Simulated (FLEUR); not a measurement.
Worked example: self-consistent single point of Ti3Nb (Amm2, 4 atoms in the cell) in FLEUR.

Method of the run: FLEUR with PBEsol, all-electron FLAPW (FLEUR), scalar-relativistic valence.

```
Ti3Nb
1.0
    9.04699     0.00000     0.00000
    0.00000     1.60600     2.41039
    0.00000    -1.60600     2.41039
Ti Nb
3 1
Cartesian
  0.00000   0.00000   0.88061
  2.24772   0.00000   3.81488
  6.79927   0.00000   3.81488
  4.52349   0.00000   1.13115
```

Reference input (self-consistent single point, DFT, LDA (Vosko-Wilk-Nusair), all-electron FLAPW (FLEUR), scalar-relativistic valence): Kmax = 4.1 1/bohr; GmaxXC = 16.4 1/bohr; xcFunctional = vwn; jspins = 1; l_soc = F; mode = hist; fermiSmearingEnergy = 0.00367493 Htr; mesh (inpgen div1-3) = 3 10 10; inpgen gamma flag = true; Gmax = 16.4 1/bohr; numbands = 0; maxIterBroyd = 40. This run's input differs from it in these lines:

```diff
@@ -16,3 +16,3 @@
 &comp jspins=1 /
-&exco xctyp='vwn' /
+&exco xctyp='PBEs' /
 &kpt div1=3 div2=10 div3=10 gamma=t /
@@ -29,3 +29,3 @@
       <coreElectrons ctail="T" frcor="F" kcrel="0" coretail_lmax="0"/>
-      <xcFunctional name="vwn" relativisticCorrections="F"/>
+      <xcFunctional name="PBEs" relativisticCorrections="F"/>
       <magnetism jspins="1"/>
```

The program printed (abridged):

```
 Iteration:     1   Distance:      11.73888736 me/bohr^3
 Iteration:     2   Distance:       9.08858734 me/bohr^3
 Iteration:     3   Distance:       7.58662708 me/bohr^3
 Iteration:     4   Distance:       6.03502348 me/bohr^3
 Iteration:     5   Distance:       2.74574932 me/bohr^3
   [... 11 lines left out ...]
 Iteration:    17   Distance:       0.00016488 me/bohr^3
 Iteration:    18   Distance:       0.00014412 me/bohr^3
 Iteration:    19   Distance:       0.00004545 me/bohr^3
 Iteration:    20   Distance:       0.00000940 me/bohr^3
 Reset of history
 Run finished successfully
 Stop message:
   Structural relaxation: new displacements generated

[file out, last iteration]
             iter=     21
[...]
          total density-effective poten   -1.0285321613E+04
          total charge density-energy d   -2.4061434495E+02
 Updated energy parameters for spin:           1
[...]
 fermi energy and band-weighting factors:

[...]
FERMIE:
          first approx. to ef    (T=0)  :   0.377305 htr   (energy of the highest occ. eigenvalue)
          number of occ. states  (T=0)  :       1512
          first approx. to seigv (T=0)  : -27.118298 htr
          sum of weights of occ. states :  24.510000
          sum of semicore charge        :   0.000000 e
FERHIS:  Fermi-Energy by histogram:
          bandgap                     :   0.000153 htr
   [... lines left out ...]
          charge neutrality (T=0)     :   0.020000    (zero if the highest occ. eigenvalue is "entirely" occupied)
     EF_NEWTON:  Adjust Fermi-Energy by Newton-Method.
 Direct bandgap for spin            1 :    2.7118192510298678E-003  Htr
 ---->    free energy=                     -6376.9958483177 htr
   [... lines left out ...]
 TOTAL FORCE FOR ATOM TYPE=  1  X=  0.000   Y=  0.000   Z=  1.664
                       FX_TOT= 0.000000 FY_TOT= 0.000000 FZ_TOT=-0.000389
 TOTAL FORCE FOR ATOM TYPE=  2  X=  4.248   Y=  0.000   Z= -1.901
                       FX_TOT= 0.000822 FY_TOT= 0.000000 FZ_TOT=-0.000967
 TOTAL FORCE FOR ATOM TYPE=  3  X=  8.548   Y=  0.000   Z=  2.138
                       FX_TOT= 0.000000 FY_TOT= 0.000000 FZ_TOT= 0.002324
```

The run converged in 20 iterations. FLEUR gives forces in its relaxation mode, with a further iteration, so its stop message speaks of a relaxation. Against the reference run the largest force goes from 0.139 to 0.119 eV/Å.

The starting cell comes from a database of computed structures (which also holds hypothetical and non-ambient phases and stackings), without a prior relaxation at this level. Spin polarisation is off. Values depend on the basis (sphere radii, cutoffs, local orbitals), which need not be converged. The log's line on a gap gives a spacing of levels on this mesh, which the program prints for metals too.

Cost on one core of a shared machine: roughly 6 min.
